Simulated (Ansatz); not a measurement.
The starting structures come from a database of crystals and need not be the phases stable at ambient conditions.

 Where the default PAW files enter, the runs use the earlier of Ansatz's two default sets.

Consider the following.

```xyz
8
Lattice="4.9202 0.0000 0.0000 -2.4601 4.2610 0.0000 0.0000 0.0000 8.7652" Properties=species:S:1:pos:R:3 pbc="T T T"
Na     0.0000     0.0000     2.1913
Na     0.0000     0.0000     6.5739
Na     0.0000     2.8407     5.0858
Na     2.4601     1.4203     3.6795
Na     2.4601     1.4203     0.7031
Na     0.0000     2.8407     8.0621
P      0.0000     2.8407     2.1913
P      2.4601     1.4203     6.5739
```

Space group of this cell: P6_3/mmc. The cell is taken as given.

Transport runs along the normal of the first two printed cell vectors, the (001) plane of the conventional cell.

The gap is the functional's own, uncorrected, and κ follows it; spin-orbit coupling is left out. Mid-gap values are interpolated between the computed energies.

### Question
Estimate the band gap and the smallest decay constant κ at mid-gap that PBEsol (Ansatz, a first-principles code) returns for this system.

### Answer
Gap 0.45 eV on a 12×12×4 mesh; κ = 0.058 1/Å, at the zone centre.
